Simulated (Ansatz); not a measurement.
We consider Sb (model structure, started from the C4 type, I4₁32, No. 214, 4 atoms in the cell), described by LDA in Ansatz (PAW).

Numerical settings: plane-wave cutoff 520 eV, 12×12×12 k mesh, Fermi–Dirac smearing 0.05 eV, scalar-relativistic PAW data made under PBE.

Cell (relaxed at this level):

Sb is modelled in the cubic space group I4₁32 (No. 214), Pearson symbol cI8. Cell: a = b = c = 7.907 Å, α = β = γ = 90.00°. Sb on 8a sees 3 Sb at 2.796 Å (trigonal planar). (Neighbours: up to the widest gap in distance over summed covalent radii, below 1.35, at either atom.)
(The calculation used a cell of 4 atoms; values per cell refer to that cell.)

**Question.** What does this level give for the bulk modulus B0?

**Answer.** 
bulk modulus B0: 22.4 GPa

The run finds no gap.

Note: the bulk modulus is −V dP/dV from two relaxed cells at ±2 % in volume; the relaxation could raise the start's symmetry but not lower it, so the cell can be a saddle point.

Spin–orbit coupling is not included; it can open a gap where bands touch, and shift volumes and moduli.

Computed values are for the static lattice.

Computing time: very roughly 5 core-minutes.

A model structure was made by putting elements into a prototype or built by hand; it is no filed structure, need not be a known phase, and can be a saddle point held by its symmetry.

Ansatz is an electronic-structure program.
